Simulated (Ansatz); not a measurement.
CdTe: pressure series

Take CdTe in the zinc blende structure (space group F-43m, No. 216) as the base.

```xyz
2
Lattice="0.0000 3.2788 3.2788 3.2788 0.0000 3.2788 3.2788 3.2788 0.0000" Properties=species:S:1:pos:R:3 pbc="T T T"
Te     4.9182     4.9182     4.9182
Cd     0.0000     0.0000     0.0000
```

Cell and atoms are relaxed at each pressure.

The values are results of Ansatz (a quantum-chemistry and plane-wave program), r2SCAN, PAW, cutoff 500 eV, no spin-orbit coupling, not measurements.

| P (GPa) | V (Å³/atom) |
|---|---|
| -2.00 | 37.306 |
| -1.01 | 36.202 |
| 0.90 | 34.508 |
| 2.09 | 33.644 |
| 4.49 | 32.208 |
| 8.99 | 30.176 |
| 14.99 | 28.232 |
| 22.49 | 26.466 |
| 29.99 | 25.126 |

### Question
Fit a third-order Birch–Murnaghan equation of state.

### Answer
Least squares on P(V) = (3B₀/2)[(V₀/V)^(7/3) − (V₀/V)^(5/3)]·[1 + (3/4)(B₀′ − 4)((V₀/V)^(2/3) − 1)] gives V₀ = 35.25 Å³/atom, B₀ = 40 GPa and B₀′ = 4.6.

Measured bulk modulus of CdTe: 43.7 GPa (room temperature; as listed in Elmahjoubi et al., arXiv (2023)); the computed value is for a static lattice, so the two differ by thermal effects too.

Between the base and pressure 4.5 GPa the gap moves from 1.17 eV to 1.46 eV, a mean slope of 65 meV/GPa.

With Te present, leaving out spin-orbit coupling can change the band edges. Load acts through the strain it causes; cell and atoms are relaxed under it. Whether these cells are dynamically stable was not tested. Measured, CdTe leaves this structure (for cinnabar) near 3.53 GPa (temperature not stated; as listed in Datta, Sujoy, Jana, Debnarayan, arXiv (2020)), on rising pressure, with hysteresis.
